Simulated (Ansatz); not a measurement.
The parent structure is NbAs (space group I4_1md, No. 109; a = 3.474 Å, c = 11.749 Å; relaxed with 0.1 eV smearing). Axes: x, y, z lie along a, b, c of the conventional cell.

Computed with plane-wave PAW DFT at the PBE level (Ansatz, a quantum-chemistry and plane-wave program, 420 eV), no spin-orbit coupling.

The change: tensile biaxial strain of 1.94 % in the plane normal to [001], as in epitaxy on a mismatched substrate; the out-of-plane cell vector and the atoms relax.

Question: What happens to the ratio −ε⊥/ε∥?

Answer: The ratio −ε⊥/ε∥ comes out as 0.92.

Question: Estimate the effect on the in-plane stress.

Answer: The mean in-plane stress (compression positive) amounts to -5.6 GPa.

Stability against distortions was not tested. All final runs are without spin polarisation.
